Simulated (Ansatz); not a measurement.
## Effect of pressure 7 GPa on GaN

Take GaN in the wurtzite structure (space group P6_3mc, No. 186; a = 3.1833 Å, c = 5.1839 Å) as the base.

Perturbation: cell and atoms relaxed at a pressure of 7 GPa.

Calculations: r2SCAN/PAW in Ansatz (a first-principles code), without spin-orbit coupling, earlier PAW set. Γ-centred 12×12×7 mesh, Fermi–Dirac width 0.05 eV.

```csv
quantity,base,changed,shift
volume per atom,11.37 Å³,11.00 Å³,-0.37 Å³
density,6.11 g/cm³,6.32 g/cm³,+0.21 g/cm³
c/a ratio,1.628,1.629,+0.0001
shortest interatomic distance,1.946 Å,1.924 Å,-0.0213 Å
enthalpy H = E + PV relative to the base's energy,–,+0.49 eV/atom,–
band gap,2.35 eV,2.58 eV,+0.23 eV
gap character,direct at Γ,direct at Γ,–
mean gap deformation potential ΔEg/Δln V,–,-7.0 eV,–
electron mass,"0.17 mₑ along c, 0.19 mₑ across (at Γ)","0.18 mₑ along c, 0.20 mₑ across (at Γ)",–
"valence-band top at Γ (three highest levels, from the VBM)","0.00, 0.00, -0.04 eV","0.00, 0.00, -0.04 eV",–
```

Cost of the whole job for the changed cell (relaxation, final SCF and bands): very roughly 2.6 core-minutes.

Load acts through the strain it causes; cell and atoms are relaxed under it. Masses are band curvatures over ±0.01 Å⁻¹ around the edge. No phonon test of stability was made. Tetrahedral semiconductors of this kind turn to denser phases somewhere between about 1 and 50 GPa; those were not computed, so compressed cells here can lie past the real transition.
